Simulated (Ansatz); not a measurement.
Functionals compared on the (100) surface of rock-salt TiC, Al on all Ti sites of the second plane (bottom of the slab: a bare face, its two planes held), in Ansatz (plane waves, PAW). The structure was relaxed with PBE; the other rows are single points on it. Cutoff 420 eV (500 eV for r2SCAN).

Set-up: 12 atoms, 10.4 Å thick at the start with caps and adatoms (thin: gaps and levels are the slab's own); mesh 12x12x1; 0.1 eV smearing; dipole correction on; 4 atoms held, the rest relaxed; symmetry of the start imposed; no spin, no spin-orbit, no U. In PBE it lies 0.37 eV a 1x1 cell over the lowest computed structure of the same composition (Al on all Ti sites of the top plane). These notes are the PBE run's.

```json
[
 {"functional": "PBE", "work function of the top face (eV)": "4.92", "rough cost of the single point": "–"},
 {"functional": "RPBE", "work function of the top face (eV)": "…", "rough cost of the single point": "roughly 40 core-seconds"},
 {"functional": "r2SCAN", "work function of the top face (eV)": "5.05", "rough cost of the single point": "around 80 core-seconds (rough)"}
]
```

Task: Complete the blanks.

Result: 
- RPBE, work function of the top face (eV): 4.76

Ansatz is a first-principles code.
